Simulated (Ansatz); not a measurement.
Here is the system:

```
CELL_PARAMETERS angstrom
      0.00000     3.06872     3.06872
      3.06872     0.00000     3.06872
      3.06872     3.06872     0.00000
ATOMIC_POSITIONS crystal
  Ba 0.00000 0.00000 0.00000
  F  0.25000 0.25000 0.25000
  F  0.75000 0.75000 0.75000
```

Calculation: PBEsol, rigid bands (plane waves, PAW, scalar-relativistic; Ansatz, an electronic-structure program). How the cell was made: cell and atoms relaxed with PBEsol.

Problem. Predict the hole conductivity mass (n e² τ/σ) at 300 K, by direction if it differs.

Solution. 4.4 mₑ.

Problem. Predict the electron conductivity mass (n e² τ/σ) at 300 K, by direction if it differs.

Solution. 0.49 mₑ.

Problem. And the band gap?

Solution. 6.83 eV at this level; semilocal functionals usually fall short of the measured gap.

Rigid bands, one relaxation time for all states, no polarons. Spin-orbit coupling is left out; where it splits the top of the valence band it changes the hole mass and lowers the gap by about a third of the splitting.
